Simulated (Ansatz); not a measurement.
The starting structures come from a database of crystals and need not be the phases stable at ambient conditions.

By PBEsol, the system below comes out a metal.

The ballistic (Sharvin) conductance counts the channels at the Fermi level: G/A = (e²/h) × channels of both spins per area.

Given:

```yaml
crystal:
  lattice:
    - [3.92453, 0.00000, 0.00000]
    - [0.00000, 5.55012, 0.00000]
    - [0.00000, 2.77506, 2.77506]
  atoms:
    - { symbol: Ti, position: [0.00000, 0.00000, 0.00000] }
    - { symbol: Pt, position: [0.00000, 0.50000, 0.00000] }
    - { symbol: Pt, position: [0.50000, 0.00000, 0.50000] }
    - { symbol: Pt, position: [0.50000, 0.50000, 0.50000] }
```

Space group of this cell: Pm-3m, Cu3Au type. The cell is taken as given; by PBEsol its mean pressure is -4.9 GPa.

The current flows along the normal of the first two printed cell vectors, the (110) plane of the conventional cell. No spin-orbit coupling; the value is a mean over 0.1 eV about the Fermi level.

### Question
Predict the ballistic conductance per area from Ansatz (a program for electronic structure) with PBEsol.

### Answer
0.21 × 10¹⁵ S/m² for both spins.
